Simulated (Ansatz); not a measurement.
Consider Rb$_{2}$InAgF$_{6}$ (space group Fm-3m, No. 225; a = 8.9166 Å; a cell from a computed database, its experimental status unchecked).

Computed with r2SCAN in Ansatz (plane waves to 500 eV, PAW, without spin-orbit coupling).

For the base:

* **Band gap**: 2.35 eV
* **Electron mass**: 0.47 mₑ (at Γ)
* **Pressure**: 0.00 GPa

Modification: an isotropic linear strain of +3.15 %; the atoms relax in the strained cell.

What does the calculation give for the band gap, electron mass, pressure, energy relative to the base and largest internal atomic displacement after the change?

The band gap goes up by 0.26 eV, from 2.35 eV to 2.61 eV; the electron mass changes from 0.47 mₑ (at Γ) to 0.48 mₑ (at Γ); the pressure goes from zero to -3.59 GPa; the energy goes up by 22 meV/atom; the largest internal atomic displacement amounts to 0.038 Å.

Effective masses come from finite differences of ±0.01 Å⁻¹. No phonon test of stability was made.

Ansatz is a program for electronic structure.
